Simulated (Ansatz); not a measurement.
Parameter sweep on V3Cr3Si2 (R32, 8 atoms in the cell)

```
V3Cr3Si2
1.0
    3.23273     1.86642     2.64206
   -3.23273     1.86642     2.64206
    0.00000    -3.73284     2.64206
V Cr Si
3 3 2
Direct
  0.74974   0.25027   0.00000
  0.00000   0.74974   0.25027
  0.25027   0.00000   0.74974
  0.74977   0.25023   0.50000
  0.50000   0.74977   0.25023
  0.25023   0.50000   0.74977
  0.25083   0.25083   0.25083
  0.74917   0.74917   0.74917
```

Base run A: Ansatz (a first-principles code) with PBEsol, default PAW files made with PBE, self-consistent single point.

Its settings: kpoints.mp_grid.grid = 6 6 6; hamiltonian.xc = pbesol; hamiltonian.pseudopotentials = {kind: paw} (the program's default PAW files); scf.occupations.method = fermi_dirac; scf.occupations.width = 0.1 eV.

The starting cell comes from a database of computed structures (which also holds hypothetical and non-ambient phases and stackings), without a prior relaxation at this level. Spin polarisation is off. In the base run, with a pressure of about -3 GPa the cell is away from its equilibrium volume at this level. Ansatz's pressure includes its estimate of the finite-basis (Pulay) stress.

A dash stands where there is no value to compare (another energy zero or no entropy term, no result, no spin, no clean gap, or a mesh too coarse for one). Total energies depend on the potentials, the functional and any Hubbard or dispersion term, so they are compared only between runs that share all of them.

Run A gave: pressure (GPa) -3.48; largest force (eV/Å) 0.019.

Runs:
- B: hamiltonian.dispersion: default → d3bj [PBEsol-D3BJ]
- C: hamiltonian.dispersion: default → d3bjatm [PBEsol-D3BJ-ATM]
- D: hamiltonian.dispersion: default → d4 [PBEsol-D4]

### Question
What does run C change against A?

### Answer
The pressure goes from -3.48 to -9.12 GPa and the largest force stays at 0.019 eV/Å.

### Question
What does run D change against A?

### Answer
The pressure goes from -3.48 to -6.65 GPa and the largest force hardly changes (0.019 to 0.016 eV/Å).

### Question
What does run B change against A?

### Answer
The pressure goes from -3.48 to -10.90 GPa and the largest force stays at 0.019 eV/Å.

```csv
run,pressure (GPa),largest force (eV/Å),dispersion energy (eV/atom)
A,-3.48,0.019,–
B,-10.90,0.019,-0.549
C,-9.12,0.019,-0.482
D,-6.65,0.016,-0.255
```

Left out of this page: 2 runs of the series held back from this collection.

Keys are those of Ansatz 0.2.
